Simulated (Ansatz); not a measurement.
Base system: InSb in the zinc blende structure (space group F-43m, No. 216; a = 6.635 Å).

All numbers come from PBE, PAW, 420 eV (Ansatz, a program for electronic structure; without spin-orbit coupling).

Before the change:

The pressure is 0.0 GPa and the band gap comes out as zero.

The change: an isotropic linear strain of +2.00 %, atoms relaxed at fixed cell.

Task: What does the calculation give for the energy relative to the base after the change?

Result: The energy grows by 14 meV/atom.

Task: How does this affect the pressure?

Result: The pressure goes from zero to -1.9 GPa.

Task: Predict the new band gap.

Result: The band gap is still zero.

With Sb present, leaving out spin-orbit coupling can change the band edges. No phonon test of stability was made. All final runs are without spin polarisation. The zero or small gap of InSb can change with the level of theory.
